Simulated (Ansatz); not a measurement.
Base system: TiO₂ in the anatase structure (space group I4_1/amd, No. 141; a = 3.770 Å, c = 9.552 Å). Axes: x, y, z lie along a, b, c of the conventional cell.

Computed with PBEsol (Ansatz, a first-principles code), without spin-orbit coupling.

Base values:

```
Property              Result
-------------------  -------
Smallest direct gap  2.44 eV
Band gap             2.11 eV
```

One thing is altered: the cell is stretched by 0.60 % along z with no lateral relaxation; the atoms relax in the strained cell.

Q: What does the calculation give for the smallest direct gap after the change?

A: The smallest direct gap remains 2.44 eV.

Q: What happens to the energy relative to the base?

A: The energy stays essentially unchanged.

Q: How does this affect the band gap?

A: The band gap goes up by 0.018 eV to 2.12 eV.

No phonon test of stability was made. The final runs are not spin-polarised.
